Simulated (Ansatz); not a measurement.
**Cost against accuracy: basis.ecutwfc for MoRu (P-6m2, 2 atoms in the cell)**

```xyz
2
Lattice="2.7774 0.0000 0.0000 -1.3887 2.4053 0.0000 0.0000 0.0000 4.4637" Properties=species:S:1:pos:R:3 pbc="T T T"
Mo     1.3887     0.8018     0.0000
Ru     0.0000     1.6035     2.2319
```

Computed with LDA (PW92), harder PAW files (source: ansatz) made with PBE (plane waves; Ansatz, a program for electronic structure).

Base settings: basis.ecutwfc = 660 eV; kpoints.mp_grid.grid = 11 11 6; hamiltonian.xc = lda; hamiltonian.pseudopotentials = {kind: paw, source: ansatz}; scf.occupations.method = cold; scf.occupations.width = 0.1 eV.

Misses are taken against the tightest run, 1320 eV, which need not be fully converged itself. The energy is the free energy per atom.

The count of work is k-points × plane waves × bands × iterations; it is no time, and leaves out set-up, grids and terms that scale otherwise. 

Ansatz's pressure holds its estimate of the finite-basis (Pulay) stress, which hides part of the cutoff error; the uncorrected pressure shows it.

The starting cell comes from a database of computed structures (which also holds hypothetical and non-ambient phases and stackings), without a prior relaxation at this level. Spin polarisation is off. In the base run, with a pressure of about -16 GPa the cell is away from its equilibrium volume at this level. Ansatz's pressure includes its estimate of the finite-basis (Pulay) stress.

| basis.ecutwfc | energy less reference (meV/atom) | pressure less reference (GPa) | uncorrected pressure less reference (GPa) | count of work / reference |
|---|---|---|---|---|
| 265 eV | 11786.57 | -27.02 | -406.49 | 0.12 |
| 330 eV | 3826.09 | -1.71 | -172.52 | 0.15 |
| 395 eV | 998.18 | 1.03 | -59.01 | 0.19 |
| 460 eV | 247.71 | -0.51 | -18.84 | 0.24 |
| 530 eV | 46.71 | 0.03 | -4.45 | 0.29 |
| 595 eV | 9.65 | 0.01 | -0.81 | 0.35 |
| 660 eV | 4.26 | 0.00 | -0.10 | 0.34 |
| 760 eV | 3.21 | 0.00 | -0.02 | 0.43 |
| 860 eV | 2.52 | 0.00 | -0.02 | 0.53 |
| 990 eV | 1.70 | 0.00 | -0.03 | 0.64 |
| 1155 eV | 0.54 | 0.00 | -0.03 | 0.82 |
| 1320 eV | 0.00 | 0.00 | 0.00 | 1.0 |

Coarsest setting among those run that, with all tighter ones, holds the energy within 20 meV/atom of the reference: 595 eV, off by 9.7 meV/atom; it needs 0.35 of the reference's count of work.

Coarsest setting among those run that, with all tighter ones, holds the energy within 2 meV/atom of the reference: 990 eV, off by 1.7 meV/atom; its saving against the reference is no more than about a factor of 2 in the count of work.

The step from 330 eV to 990 eV: it takes the miss in the energy from 3800 to 1.7 meV/atom, for 4.1 times the count of work.

Keys are those of Ansatz 0.2.
